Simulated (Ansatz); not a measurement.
CsSnI3 (P4/mbm, No. 127, 10 atoms in the cell; start COD 4117958; high-temperature phase), treated with PBEsol (Ansatz, an electronic-structure program, plane waves, PAW).

Numerical settings: plane-wave cutoff 520 eV, 4×4×6 k mesh (along the axes of the cell as run), Fermi–Dirac smearing 0.01 eV, scalar-relativistic PAW data made under PBE.

Cell (relaxed at this level):

```xyz
10
Lattice="8.5372 0.0000 0.0000 0.0000 8.5372 0.0000 0.0000 0.0000 6.2201" Properties=species:S:1:pos:R:3 pbc="T T T"
I      0.0000     0.0000     0.0000
I      4.2686     4.2686     0.0000
I      6.8755     2.6069     3.1100
I      5.9303     6.8755     3.1100
I      1.6617     5.9303     3.1100
I      2.6069     1.6617     3.1100
Sn     0.0000     0.0000     3.1100
Sn     4.2686     4.2686     3.1100
Cs     4.2686     0.0000     0.0000
Cs     0.0000     4.2686     0.0000
```

Q: Give the computed band gap and Γ–Γ gap.

A: 
* **band gap**: 0.28 eV (on the SCF k mesh)
* **Γ–Γ gap**: 1.72 eV

Note: the relaxation could not lower the start's symmetry, so the cell can be a saddle point above a distorted one.

Spin–orbit coupling is not included; it can close the smallest gap of 0.28 eV.

Static lattice: no zero-point or thermal effects.
